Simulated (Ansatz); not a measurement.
Ansatz (a first-principles code) run on the (110) slab of CoAl (cut from a parent of space group no. 221; 10 atoms in the cell): self-consistent single point.

Level of theory: PBEsol, PAW files made with PBE (plane waves; Ansatz).

```yaml
crystal:
  lattice:
    - [2.85142, 0.00000, 0.00000]
    - [0.00000, 4.03252, 0.00000]
    - [0.00000, 0.00000, 22.06500]
  atoms:
    - { symbol: Al, position: [0.50000, 0.25000, 0.31724] }
    - { symbol: Co, position: [0.00000, 0.75000, 0.31724] }
    - { symbol: Al, position: [0.50000, 0.75000, 0.40862] }
    - { symbol: Co, position: [0.00000, 0.25000, 0.40862] }
    - { symbol: Al, position: [0.50000, 0.25000, 0.50000] }
    - { symbol: Co, position: [0.00000, 0.75000, 0.50000] }
    - { symbol: Al, position: [0.50000, 0.75000, 0.59137] }
    - { symbol: Co, position: [0.00000, 0.25000, 0.59137] }
    - { symbol: Al, position: [0.50000, 0.25000, 0.68276] }
    - { symbol: Co, position: [0.00000, 0.75000, 0.68276] }
```

Reference input (self-consistent single point, DFT, PBEsol, plane waves, PAW files made with PBE): basis.ecutwfc = 420 eV; kpoints.mp_grid.grid = 9 7 1; hamiltonian.xc = pbesol; hamiltonian.pseudopotentials = {kind: paw} (the program's default PAW files); scf.occupations.method = gaussian; scf.occupations.width = 0.1 eV. This run's input differs from it in these lines:

Ansatz 0.2 input:
```diff
@@ -18,3 +18,3 @@
 basis:
-  ecutwfc: 420.0 eV
+  ecutwfc: 630.0 eV
 kpoints:
```

The program printed (abridged):

```
SCF iter   1: F=—  HF=-28095.569654 eV  |F-HF|=—  |Δ(HF+E_count)|=         —  Δρ=1.04e-1  dr2=5.42e1  ethr=3.10e-3  ⟨swp⟩=10.1  Hψ=5943  notcnv=0  defer=5
all-band conjugate gradients solve this SCF's bands
preconditioner: auto → LDOS
SCF iter   2: F=—  HF=-28095.177968 eV  |F-HF|=—  |Δ(HF+E_count)|=   3.92e-1  Δρ=1.50e-1  dr2=5.71e1  ethr=3.10e-3  ⟨swp⟩=6.2  Hψ=3315  notcnv=0  defer=70
   [... lines left out ...]
SCF iter   9: F=—  HF=-28090.215720 eV  |F-HF|=—  |Δ(HF+E_count)|=   1.48e-5  Δρ=1.76e-4  dr2=3.94e-5  ethr=1.78e-6  ⟨swp⟩=1.9  Hψ=1448  notcnv=0  defer=58
SCF iter  10: F=—  HF=-28090.215896 eV  |F-HF|=—  |Δ(HF+E_count)|=   1.77e-4  Δρ=4.51e-5  dr2=5.05e-6  ethr=3.94e-8  ⟨swp⟩=2.6  Hψ=1927  notcnv=0  defer=58
SCF iter  11: F=—  HF=-28090.215900 eV  |F-HF|=—  |Δ(HF+E_count)|=   3.85e-6  Δρ=2.91e-5  dr2=1.93e-6  ethr=5.05e-9  ⟨swp⟩=2.0  Hψ=1700  notcnv=0  defer=58
SCF iter  12: F=-28090.215900 eV  HF=-28090.215900 eV  |F-HF|=3.39e-8  |Δ(HF+E_count)|=   2.87e-7  Δρ=4.72e-6  dr2=7.95e-8  ethr=1.00e-10  ⟨swp⟩=18.6  Hψ=7644  notcnv=0
SCF 1 converged in 12 iterations: F = -28090.215900 eV  dr2 = 7.95e-8
Free energy (F): -28090.215900 eV
Internal energy: -28090.178694 eV  (E = F + TS)
E sigma→0 (E₀):  -28090.197297 eV
Entropy (-TS):   -0.037206 eV (-3.721 meV/atom)
Fermi energy:    3.810835 eV
--- Forces (eV/Å), atoms counted from 1 ---
  atom   1  Al     0.00000000    -0.00000000    -0.43595096
  atom   2  Co     0.00000000     0.00000000     0.87982963
  atom   3  Al     0.00000000    -0.00000000    -0.37111835
  atom   4  Co     0.00000000     0.00000000     0.35266271
  atom   5  Al     0.00000000    -0.00000000     0.00000000
  atom   6  Co    -0.00000000     0.00000000     0.00000000
  atom   7  Al     0.00000000     0.00000000     0.37111835
  atom   8  Co     0.00000000    -0.00000000    -0.35266271
  atom   9  Al     0.00000000     0.00000000     0.43595096
  atom  10  Co     0.00000000    -0.00000000    -0.87982963
--- Stress (GPa, compression-positive) ---
       -5.404843       0.000000      -0.000000
        0.000000      -4.317350      -0.000000
       -0.000000      -0.000000      -2.213941
  P = ⅓ Tr σ = -3.9787 GPa (-39.787 kbar)
  The stress holds the Pulay correction. Without it, at fixed plane waves, as pw.x and ABINIT print it: P = -3.9853 GPa
```

The run converged in 12 iterations. Against the reference run the free energy falls by 1.1 meV/atom and the largest force stays at 0.880 eV/Å.

The starting cell has typed, rounded lattice constants, without a prior relaxation at this level. The slab is cut from that crystal, and its faces are unrelaxed. Its lattice was rescaled by up to half a per cent. Spin polarisation is off.

Cost on one core of a shared machine: roughly 50 s.
